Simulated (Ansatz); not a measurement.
Consider BP in the zinc blende structure (space group F-43m, No. 216).

```
BP
1.0
    0.00000     2.26010     2.26010
    2.26010     0.00000     2.26010
    2.26010     2.26010     0.00000
P B
1 1
Direct
  0.75000   0.75000   0.75000
  0.00000   0.00000   0.00000
```

Cartesian axes are those of the cell as printed.

Calculations: DFT with PBEsol, PAW potentials and a 420 eV plane-wave cutoff in Ansatz (a program for electronic structure), scalar-relativistic without spin-orbit coupling, earlier PAW set.

Base values:

Band gap: 1.11 eV

Now apply this change: uniaxial strain ε_zz = −5.10 %, all other strain components held at zero; the atoms relax in the strained cell.

Task: What happens to the band gap?

Result: The band gap decreases by 0.86 eV, from 1.11 eV to 0.25 eV.

Task: Estimate the effect on the stress.

Result: The stress (xx, yy, zz, yz, xz, xy; compression positive) comes out as (5.26, 5.26, 18.57, 0.00, 0.00, 0.00) GPa.

Task: How does this affect the hole mass?

Result: The hole mass amounts to 0.39 mₑ along z, 0.22 mₑ across (at Γ).

Effective masses come from finite differences of ±0.01 Å⁻¹. Stability against distortions was not tested. A zero or small gap of BP under uniaxial strain ε_zz = −5.10 % can be the functional's error rather than a property of the material.
